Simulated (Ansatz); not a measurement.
Input:

```yaml
crystal:
  lattice:
    - [4.76895, 0.00000, 0.00000]
    - [0.00000, 4.76942, 0.00000]
    - [0.00000, 0.00000, 3.21200]
  atoms:
    - { symbol: Sn, position: [0.50000, 0.50000, 0.50000] }
    - { symbol: Sn, position: [0.00000, 0.00000, 0.00000] }
    - { symbol: O, position: [0.30621, 0.30635, 0.00000] }
    - { symbol: O, position: [0.69379, 0.69365, 0.00000] }
    - { symbol: O, position: [0.80621, 0.19365, 0.50000] }
    - { symbol: O, position: [0.19379, 0.80635, 0.50000] }
```

Calculation: PBEsol, rigid bands (plane waves, PAW, scalar-relativistic; Ansatz, an electronic-structure program). Geometry: cell and atoms relaxed with PBEsol.

### Question
What conductivity effective mass do dilute holes have at 300 K?

### Answer
1.41 (x), 1.40 (y), 1.97 (z) mₑ.

### Question
What conductivity effective mass do dilute electrons have at 300 K?

### Answer
0.197 (x), 0.197 (y), 0.176 (z) mₑ.

### Question
And the band gap?

### Answer
0.92 eV at this level; semilocal functionals usually fall short of the measured gap.

Rigid bands, one relaxation time for all states, no polarons. Spin-orbit coupling is left out; where it splits the top of the valence band it changes the hole mass and lowers the gap by about a third of the splitting.
